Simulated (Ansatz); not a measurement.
Here is the system:

End structure of a constructed model of the (111) surface of fcc Pt, (√3x√3)R30° surface alloy, Ag on one Pt site of the top plane (bottom of the slab: a bare face, its two planes held):

```xyz
18
Lattice="4.2108 2.4311 0.0000 -4.2108 2.4311 0.0000 0.0000 0.0000 27.5000" Properties=species:S:1:pos:R:3 pbc="T T T"
Pt    -2.8072     1.6207     8.0108
Pt     0.0000     1.6207     8.0108
Pt     2.8072     1.6207     8.0108
Pt    -1.4036     0.8104    10.3029
Pt     1.4036     0.8104    10.3029
Pt     0.0000     3.2415    10.3029
Pt     0.0000     0.0000    12.5797
Pt    -1.4036     2.4311    12.5856
Pt     1.4036     2.4311    12.5856
Pt    -2.8108     1.6228    14.8669
Pt     0.0000     1.6166    14.8669
Pt     2.8108     1.6228    14.8669
Pt    -1.3835     0.7988    17.1694
Pt     1.3835     0.7988    17.1694
Pt     0.0000     3.2647    17.1694
Ag     0.0000     0.0000    19.7695
Pt    -1.4036     2.4311    19.4060
Pt     1.4036     2.4311    19.4060
```

Model: 18-atom slab, 11.5 Å thick at the start, 9x9x1 mesh, Fermi-Dirac 0.1 eV, dipole correction, 6 atoms held, the rest relaxed; held to the start's symmetry, so lower structures may exist; no spin, no spin-orbit, no U. It is one candidate, not shown to be the stable structure of the face.

Task: Give the work function of the top face at the level PBE (Ansatz, a quantum-chemistry and plane-wave program).

Result: 5.31 eV
